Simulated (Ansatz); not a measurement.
The parent structure is AlAu in the CsCl type structure (space group Pm-3m, No. 221; a = 3.178 Å; a cell from a computed database, its experimental status unchecked).

The change: cell and atoms relaxed at a pressure of 5 GPa.

Levels (all Ansatz, a program for electronic structure, PAW): PBEsol (420 eV, no spin-orbit coupling); PBEsol+SOC (420 eV, spin-orbit coupling included).

The geometry is relaxed with PBEsol.

PBEsol pressure: 5.0 GPa

Task: How does going to PBEsol+SOC change the pressure?

Result: The pressure shrinks by 1.2 GPa, from 5.0 GPa to 3.8 GPa.

Single points use the geometry relaxed with PBEsol. The spin-orbit shifts are approximate. Load acts through the strain it causes; cell and atoms are relaxed under it. Stability against distortions was not tested. Competing high-pressure phases were not computed.
